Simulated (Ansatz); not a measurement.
## Effect of isotropic strain +2.55 % on W

Base system: W in the bcc (W type) structure (space group Im-3m, No. 229; a = 3.169 Å; relaxed with 0.1 eV smearing).

The change: an isotropic linear strain of +2.55 %, atoms relaxed at fixed cell.

Level of theory: r2SCAN (Ansatz, a quantum-chemistry and plane-wave program, PAW, no spin-orbit coupling). Γ-centred 29×29×29 mesh, Fermi–Dirac width 0.1 eV.

| quantity | base | changed | shift |
|---|---|---|---|
| space group | Im-3m (No. 229) | Im-3m (No. 229) | – |
| shortest interatomic distance | 2.744 Å | 2.814 Å | +0.070 Å |
| energy relative to the base (free energy F) | 0 meV/atom | +86 meV/atom | +86 meV/atom |
| pressure | 0.0 GPa | -20.6 GPa | -20.6 GPa |
| band gap | zero | zero | – |

Cost of the whole job for the changed cell (relaxation, final SCF and bands): about 40 core-seconds (a rough figure).

Whether these cells are dynamically stable was not tested. All final runs are without spin polarisation.
